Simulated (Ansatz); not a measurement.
Consider PbTe in the rock salt structure (space group Fm-3m, No. 225; a = 6.3796 Å).

Method: LDA/PAW in Ansatz (a first-principles code), no spin-orbit coupling.

Before the change:

- Band gap: 0.57 eV

The change: every lattice vector is stretched by 0.50 %, atoms relaxed at fixed cell.

Problem. Estimate the effect on the band gap.

Solution. The band gap grows by 0.03 eV, from 0.57 eV to 0.60 eV.

With Pb and Te present, leaving out spin-orbit coupling can change the band edges. The cells carry an imposed strain or load. No phonon test of stability was made.
